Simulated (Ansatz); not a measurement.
Consider Mg2Sn (space group Fm-3m, No. 225; relaxed with 0.1 eV smearing).

```
Mg2Sn
1.0
    0.00000     3.37356     3.37356
    3.37356     0.00000     3.37356
    3.37356     3.37356     0.00000
Mg Sn
2 1
Cartesian
  1.68678   1.68678   1.68678
  5.06035   5.06035   5.06035
  0.00000   0.00000   0.00000
```

Cartesian axes are those of the cell as printed.

Level of theory: PBEsol in Ansatz (plane waves to 420 eV, PAW, spin-orbit coupling left out).

Strains are applied to the cell and any free atomic positions relax; under biaxial strain the out-of-plane vector relaxes too.

One change was made to it. Results:

The shortest interatomic distance rises by 0.025 Å to 2.947 Å; the energy grows by 5.0 meV/atom.

Q: Which of these changes matches the shifts?
A. biaxial strain +0.50 %, plane normal [001], relaxed out of plane
B. biaxial strain −0.50 %, plane normal [001], relaxed out of plane
C. biaxial strain −3.00 %, plane normal [001], relaxed out of plane
D. biaxial strain +2.00 %, plane normal [001], relaxed out of plane

A: D, biaxial strain +2.00 %, plane normal [001], relaxed out of plane. For comparison, the energy relative to the base in the other runs: biaxial strain +0.50 %, plane normal [001], relaxed out of plane gives +0.3 meV/atom; biaxial strain −3.00 %, plane normal [001], relaxed out of plane gives +13 meV/atom; biaxial strain −0.50 %, plane normal [001], relaxed out of plane gives +0.3 meV/atom.

No phonon test of stability was made.

Ansatz is a quantum-chemistry and plane-wave program.
